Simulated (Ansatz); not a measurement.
**Effect of biaxial strain −4.05 %, plane normal [110], relaxed out of plane on SnTe**

The parent structure is SnTe in the rock salt structure (space group Fm-3m, No. 225; a = 6.3712 Å). Axes: x, y, z lie along the cube axes.

One thing is altered: biaxial strain −4.05 %, plane normal [110], relaxed out of plane (Cartesian); in-plane vectors clamped, the third vector and the atoms free.

Computed with r2SCAN (Ansatz, an electronic-structure program), no spin-orbit coupling, earlier PAW set. Γ-centred 13×13×13 mesh, Fermi–Dirac width 0.05 eV.

- Shortest interatomic distance: 3.057 Å (base 3.186 Å)
- Energy relative to the base (free energy F): +34 meV/atom
- Band gap: zero (base 0.13 eV)
- Out-of-plane strain: +2.59 % (rough)
- Mean in-plane stress (compression positive): +4.4 GPa (rough)

Without a gap, meshes like the base's 13×13×13 leave anisotropic stresses uncertain by several tenths of a GPa, and small strain energies with them. With Te present, leaving out spin-orbit coupling can change the band edges. No phonon test of stability was made. The final runs are not spin-polarised. The zero or small gap of SnTe can change with the level of theory.
